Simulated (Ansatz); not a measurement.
Results of PBE-D3(BJ) in Ansatz (PAW) for cubic perovskite KMgF₃.

Run with plane-wave cutoff 520 eV, 8×8×8 k mesh, Fermi–Dirac smearing 0.01 eV, scalar-relativistic PAW data made under PBE.

Properties against volume:

```
V (Å³/atom)  P (GPa)  direct gap at Γ (eV)  smallest gap on the k mesh (eV)
-----------  -------  --------------------  -------------------------------
12.183          5.00                 7.953                            7.634
12.442          3.15                 7.789                            7.469
12.702          1.49                 7.632                            7.312
12.961          0.00                 7.481                            7.161
13.220         -1.33                 7.336                            7.017
13.479         -2.53                 7.196                            6.878
13.738         -3.61                 7.062                            6.746
```

The fundamental gap (7.16 eV at the equilibrium volume, with added k points) lies elsewhere than Γ–Γ.

Ansatz is a first-principles code.
